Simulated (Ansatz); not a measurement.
**Input and output of a self-consistent single point for NiSb (P6_3/mmc, 4 atoms in the cell) (Ansatz, a program for electronic structure)**

Method of the run: PBE (plane waves, PAW; Ansatz).

Input:

Ansatz 0.2 input:
```yaml
# NiSb
crystal:
  lattice:
    - [1.95910500, -3.39326900, 0.00000000]
    - [1.95910500, 3.39326900, 0.00000000]
    - [0.00000000, 0.00000000, 5.11461000]
  atoms:
    - { symbol: Ni, position: [0.00000000, 0.00000000, 0.50000000] }
    - { symbol: Ni, position: [0.00000000, 0.00000000, 0.00000000] }
    - { symbol: Sb, position: [0.33333333, 0.66666667, 0.25000000] }
    - { symbol: Sb, position: [0.66666667, 0.33333333, 0.75000000] }
basis:
  ecutwfc: 30.9 Ry
kpoints:
  mp_grid: { grid: [10, 10, 7] }
hamiltonian:
  xc: pbe
  pseudopotentials: { kind: paw }
scf:
  occupations: { method: gaussian, width: 0.0073 Ry }
output:
  forces: true
  eigenvalues: true
  stress: true
```

Log, with long lists cut:

```
WARN ansatz: RAYON_NUM_THREADS=1 ignored (pool sized by the plan → 1); use --threads N
Pseudopotentials: kind: paw
Pseudopotential: Ni, paw, valence charge 18
Pseudopotential: Sb, paw, valence charge 15
Crystal: 4 atoms, lattice volume = 68.002 Å³
Basis set: ecut = 420.4159175005146 eV, 1385 PW (Γ), exchange–correlation on 54×54×72 points (8 copies of the dense FFT grid, shifted against one another)
Bands: 40, of which v1, the nominal top of the filled ones, is band 33 counted from 1 (32 counted from 0)
Symmetry: 24 space group operations
Space group: P63/mmc (ITA 194), of the structure as read, at distance tolerance 4.1e-5 Å
k-points: 56 of 700
Initial density: superposition of atomic densities (neutral atoms: chi_scale 0, normalization atom), corrected by the library's trained network
Initial wavefunctions: pseudopotential atomic-orbital guess
Eigensolver: davidson
Functional: x = pbe(κ = 0.804, μ = 0.2195149727645171), c = pbe(β = 0.06672455060314922)
SCF iter   1: F=—  HF=-24649.421322 eV  |F-HF|=—  |Δ(HF+E_count)|=         —  Δρ=5.14e-3  dr2=9.44e-3  ethr=1.77e-3  ⟨swp⟩=6.5  Hψ=8858  notcnv=0  defer=5
all-band conjugate gradients solve this SCF's bands
preconditioner: auto → Kerker (q_TF=auto, 2.715 Å⁻¹)
SCF iter   2: F=—  HF=-24649.420439 eV  |F-HF|=—  |Δ(HF+E_count)|=   8.83e-4  Δρ=1.75e-3  dr2=1.11e-3  ethr=1.43e-5  ⟨swp⟩=2.1  Hψ=3912  notcnv=0  defer=8
SCF iter   3: F=—  HF=-24649.420428 eV  |F-HF|=—  |Δ(HF+E_count)|=   1.12e-5  Δρ=6.41e-4  dr2=2.77e-4  ethr=1.67e-6  ⟨swp⟩=1.2  Hψ=2332  notcnv=0  defer=8
SCF iter   4: F=—  HF=-24649.420428 eV  |F-HF|=—  |Δ(HF+E_count)|=   4.37e-7  Δρ=1.28e-4  dr2=1.66e-5  ethr=4.20e-7  ⟨swp⟩=1.3  Hψ=2190  notcnv=0  defer=8
SCF iter   5: F=—  HF=-24649.420420 eV  |F-HF|=—  |Δ(HF+E_count)|=   8.46e-6  Δρ=5.06e-5  dr2=1.01e-6  ethr=2.51e-8  ⟨swp⟩=2.0  Hψ=2905  notcnv=0  defer=8
SCF iter   6: F=-24649.420419 eV  HF=-24649.420419 eV  |F-HF|=4.38e-8  |Δ(HF+E_count)|=   1.37e-7  Δρ=9.44e-6  dr2=7.94e-8  ethr=1.52e-10  ⟨swp⟩=7.5  Hψ=11323  notcnv=0
SCF 1 converged in 6 iterations: F = -24649.420419 eV  dr2 = 7.94e-8
SCF converged after 6 iterations
Free energy (F): -24649.420419 eV
Harris-Foulkes:  -24649.420419 eV  (|F-HF|=4.38e-8)
Internal energy: -24649.408449 eV  (E = F + TS)
E sigma→0 (E₀):  -24649.414434 eV
Entropy (-TS):   -0.011970 eV (-2.993 meV/atom)
Fermi energy:    15.422233 eV
--- Per-component energies (eV) ---
  E_band       = -854.690793
  E_kinetic    = 988.868918
  E_local      = -11045.647083  (includes V_loc(G=0)·N_el)
  E_nonlocal   = 2007.507845
  E_hartree    = 4835.906267
  E_xc         = -448.818563
  E_vxc        = -414.656979  (∫ρ·V_xc dr)
  E_paw        = -12422.999543  (= ΣΔE_a)
  E_vpaw       = -2062.558951  (= ΣTr[D̂ρ^β])
  E_aug_tail   = 0.000960  (compensation charges beyond the density's cutoff)
  E_ewald      = -8564.227250
  E_smearing   = -0.011970  (= −TS)
  E_closure    = 0.000000  (closes the sum)
  Σ components = -24649.420419   (vs F -24649.420419, Δ=0.00e0)
--- Forces (eV/Å), atoms counted from 1 ---
  atom   1  Ni     0.00000000     0.00000000     0.00000000
   [... zero for the other atoms too ...]
  max |Σ_I F_I| component: 3.16e-30 eV/Å
--- Stress (GPa, compression-positive) ---
        4.853784       0.000000       0.000000
       -0.000000       4.853784       0.000000
        0.000000       0.000000       4.325630
  P = ⅓ Tr σ = 4.6777 GPa (46.777 kbar)
  The stress holds the Pulay correction. Without it, at fixed plane waves, as pw.x and ABINIT print it: P = 4.6115 GPa
--- Band table (eV; the first three rows and the last of 56) ---
  k-point 0: bands = ["-87.8753", "-87.8674", "-48.3147", "-48.3147", "-48.3065", "-48.3065", "-48.2959", "-48.2073", "-13.8407", "-13.8407", "-13.8199", "-13.8028", "-13.7859", "-13.7859", "-13.7858", "-13.7858", "-13.7792", "-13.7792", "2.3740", [...]
  k-point 1: bands = ["-87.8749", "-87.8678", "-48.3143", "-48.3143", "-48.3069", "-48.3069", "-48.2915", "-48.2117", "-13.8392", "-13.8392", "-13.8189", "-13.8035", "-13.7934", "-13.7934", "-13.7842", "-13.7842", "-13.7747", "-13.7747", "2.4912", [...]
  k-point 2: bands = ["-87.8738", "-87.8689", "-48.3132", "-48.3132", "-48.3080", "-48.3080", "-48.2793", "-48.2241", "-13.8347", "-13.8347", "-13.8163", "-13.8057", "-13.8050", "-13.8050", "-13.7803", "-13.7803", "-13.7717", "-13.7717", "2.8413", [...]
  k-point 55: bands = ["-87.8722", "-87.8705", "-48.3119", "-48.3118", "-48.3100", "-48.3099", "-48.2615", "-48.2418", "-13.8308", "-13.8302", "-13.8245", "-13.8050", "-13.7879", "-13.7863", "-13.7786", "-13.7777", "-13.7748", "-13.7725", "5.7042", [...]
```

The run converged in 6 iterations.

The starting cell has typed, rounded lattice constants, without a prior relaxation at this level. Its lattice was rescaled by up to half a per cent. Spin-orbit coupling is off. Spin polarisation is off. With a pressure of about 5 GPa the cell is away from its equilibrium volume at this level. Ansatz's pressure includes its estimate of the finite-basis (Pulay) stress.
